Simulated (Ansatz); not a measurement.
Base system: Nb in the diamond structure (space group Fd-3m, No. 227; a = 5.905 Å; a hypothetical phase, not in the database extracts checked).

(Cell as relaxed with PBE.)

Levels (all Ansatz, a program for electronic structure, PAW): PBE (420 eV, no spin-orbit coupling); PBEsol (420 eV, without spin-orbit coupling).

Each level relaxes its own structure.

| quantity | PBE | PBEsol |
|---|---|---|
| volume per atom | 25.74 Å³ | [?] |
| lattice parameter a | 5.905 Å | [?] |
| band gap | zero | [?] |

Q: What does PBEsol give?

A: 
- volume per atom, PBEsol: 24.46 Å³
- lattice parameter a, PBEsol: 5.806 Å
- band gap, PBEsol: zero

PBE's volume per atom lies 1.28 Å³ above PBEsol's (5.2 %); PBE's lattice parameter a lies 0.0995 Å above PBEsol's (1.7 %); the two agree on the band gap. Neither level is exact; PBEsol is the comparison here, not a measurement.

No phonon test of stability was made. All final runs are without spin polarisation. Nb has a high density of states at the Fermi level and may be magnetic at this level.
